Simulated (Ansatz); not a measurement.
The parent structure is Zr in the hcp (Mg type) structure (space group P6_3/mmc, No. 194; relaxed with 0.1 eV smearing).

```yaml
crystal:
  lattice:
    - [3.14377, 0.00000, 0.00000]
    - [-1.57189, 2.72259, 0.00000]
    - [0.00000, 0.00000, 5.09284]
  atoms:
    - { symbol: Zr, position: [0.66667, 0.33333, 0.75000] }
    - { symbol: Zr, position: [0.33333, 0.66667, 0.25000] }
```

Cartesian axes are those of the cell as printed.

Method: LDA/PAW in Ansatz (a quantum-chemistry and plane-wave program), scalar-relativistic without spin-orbit coupling.

Strains are applied to the cell and any free atomic positions relax.

One change was made to it. Results:

The shortest interatomic distance falls by 0.0126 Å to 3.115 Å; the largest internal atomic displacement comes out as 0.011 Å.

**Question.** What was done to the base?
A. uniaxial strain ε_xx = −2.50 %
B. uniaxial strain ε_xx = −3.00 %
C. uniaxial strain ε_xx = −1.50 %
D. uniaxial strain ε_xx = −0.50 %
E. uniaxial strain ε_xx = +3.00 %

**Answer.** D, uniaxial strain ε_xx = −0.50 %. For comparison, the largest internal atomic displacement in the other runs: uniaxial strain ε_xx = −3.00 % gives 0.097 Å; uniaxial strain ε_xx = −1.50 % gives 0.039 Å; uniaxial strain ε_xx = −2.50 % gives 0.073 Å; uniaxial strain ε_xx = +3.00 % gives 0.042 Å.

Stability against distortions was not tested. The final runs are not spin-polarised.
